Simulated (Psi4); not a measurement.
Psi4 1.11, TPSS/def2-svp: Ti(NMe)(F)(Me) (C[N]=[Ti]([CH3])[F]), 11 atoms. The geometry is a generated start, not checked to be a minimum at this level.

```yaml
task: energy
method: tpss
basis: def2-svp
memory: 3 GB
maxiter: 100
keys_of_the_molecule_block: symmetry c1
scf_type: df (default)
e_convergence: 1e-06 (default)
d_convergence: 1e-06 (default)
dft_radial_points: 75 (default)
dft_spherical_points: 302 (default)
basis_functions: 117
grid_points: 237695
```

```xyz
11

Ti     0.1771     1.3305     0.5539
N      0.5870     0.6676    -0.9684
C     -0.1345    -0.1691    -1.8665
H      0.4184    -1.0958    -2.0762
H     -1.1276    -0.4385    -1.4371
H     -0.3006     0.3405    -2.8263
F     -1.5787     1.5323     0.7238
C      0.4902    -0.3049     1.8089
H      0.4193    -0.0248     2.8682
H      1.4148    -0.8712     1.6509
H     -0.3653    -0.9667     1.5687
```

Charge 0 and multiplicity 1 are set for this test and not shown to be the ground state.

With the defaults (diis = true, scf_initial_accelerator = adiis, damping_percentage = 0, diis_max_vecs = 10, guess = auto, which took SAD, diis_start = 1) it converges in 13 SCF iterations. One run each on 2 threads, with these changes:
- guess = sap
- diis_max_vecs = 6
- guess = core
- diis_start = 4
- guess = sadno
- diis = false, scf_initial_accelerator = none, damping_percentage = 60
- guess = huckel
- diis_max_vecs = 20
- scf_initial_accelerator = ediis

Problem. Which of these changes keep the SCF from converging, or lead it to another solution?

Solution. No convergence: diis = false, scf_initial_accelerator = none, damping_percentage = 60 (the run ends without SCF convergence in 100 iterations). The rest reach the solution of the defaults.

| setting | SCF iterations | end |
|---|---|---|
| guess = sadno | 12 | same solution |
| guess = huckel | 12 | same solution |
| the defaults | 13 | same solution |
| scf_initial_accelerator = ediis | 13 | same solution |
| diis_max_vecs = 20 | 14 | same solution |
| diis_max_vecs = 6 | 15 | same solution |
| guess = sap | 15 | same solution |
| guess = core | 17 | same solution |
| diis_start = 4 | 20 | same solution |
| diis = false, scf_initial_accelerator = none, damping_percentage = 60 | 100 | no convergence |

1 further run of the study ended by our limits or in an error and is left out.
